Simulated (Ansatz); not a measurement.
We consider GeSb2Te4 (R-3m, No. 166, 7 atoms in the cell; start mp-1224370), described by PBE (plane waves, PAW; Ansatz, a first-principles code).

Input file:

Ansatz 0.2 input:
```yaml
crystal:
  lattice:
    - [2.1231547884, 1.2258041515, 12.9276598546]
    - [-2.1231547884, 1.2258041515, 12.9276598546]
    - [0.0, -2.4516078143, 12.9276599009]
  atoms:
    - { symbol: Ge, position: [0.0, 0.0, 0.0] }
    - { symbol: Sb, position: [0.1415744527, 0.1415744527, 0.1415744527] }
    - { symbol: Sb, position: [0.8584255473, 0.8584255473, 0.8584255473] }
    - { symbol: Te, position: [0.4296062586, 0.4296062586, 0.4296062586] }
    - { symbol: Te, position: [0.5703937414, 0.5703937414, 0.5703937414] }
    - { symbol: Te, position: [0.2919163245, 0.2919163245, 0.2919163245] }
    - { symbol: Te, position: [0.7080836755, 0.7080836755, 0.7080836755] }
basis:
  ecutwfc: 520
  ecutrho_ratio: 4
  xc_grid: 2
kpoints:
  mp_grid: { grid: [16, 16, 16] }
hamiltonian:
  xc: pbe
  dispersion: none
  pseudopotentials: { kind: paw }
scf:
  occupations: { method: fermi_dirac, width: 0.05 }
  convergence: { dr2_threshold: 0.0000000007 }
output:
  forces: true
  stress: true
  eigenvalues: true
```

From the output:

```
Crystal: 7 atoms, lattice volume = 201.871 Å³
Basis set: ecut = 520 eV, 5395 PW (Γ), FFT grids on a1−a3, a2−a3, a3, exchange–correlation on 64×64×200 points (8 copies of the dense FFT grid, shifted against one another)
Bands: 65, of which v1, the nominal top of the filled ones, is band 54 counted from 1 (53 counted from 0)
Symmetry: 12 space group operations
Space group: R-3m (ITA 166), of the structure as read, at distance tolerance 5.9e-5 Å
k-points: 417 of 4096
Functional: x = pbe(κ = 0.804, μ = 0.2195149727645171), c = pbe(β = 0.06672455060314922)
SCF iter   1: F=—  HF=-45183.682544 eV  |F-HF|=—  |Δ(HF+E_count)|=         —  Δρ=2.34e-3  dr2=9.02e-2
SCF iter   2: F=—  HF=-45183.674348 eV  |F-HF|=—  |Δ(HF+E_count)|=   8.20e-3  Δρ=1.32e-3  dr2=3.03e-2
  ...
SCF iter  10: F=—  HF=-45183.671490 eV  |F-HF|=—  |Δ(HF+E_count)|=   9.33e-9  Δρ=8.93e-7  dr2=3.98e-9
SCF iter  11: F=-45183.671490 eV  HF=-45183.671490 eV  |F-HF|=1.16e-10  |Δ(HF+E_count)|=  8.15e-10  Δρ=3.75e-7  dr2=5.78e-10
SCF 1 converged in 11 iterations: F = -45183.671490 eV  dr2 = 5.78e-10
SCF converged after 11 iterations
Free energy (F): -45183.671490 eV
Internal energy: -45183.654093 eV  (E = F + TS)
E sigma→0 (E₀):  -45183.662791 eV
Fermi energy:    10.263094 eV
--- Forces (eV/Å), atoms counted from 1 ---
  atom   1  Ge    -0.00000000     0.00000000     0.00000000
  atom   2  Sb     0.00000000     0.00000000     0.02546616
  atom   3  Sb    -0.00000000    -0.00000000    -0.02546616
  atom   4  Te    -0.00000000    -0.00000000    -0.01831385
  atom   5  Te     0.00000000     0.00000000     0.01831385
  atom   6  Te    -0.00000000    -0.00000000    -0.01391776
  atom   7  Te     0.00000000     0.00000000     0.01391776
--- Stress (GPa, compression-positive) ---
        2.802408       0.000000      -0.000000
        0.000000       2.802408       0.000000
       -0.000000       0.000000       2.870480
  P = ⅓ Tr σ = 2.8251 GPa (28.251 kbar)
```

Note: cell and atoms aren't relaxed at this level (largest force component 0.03 eV/Å, pressure 2.8 GPa).

The result took very roughly 7 core-minutes.

A start named mp-… is a Materials Project structure, which need not be a measured phase.
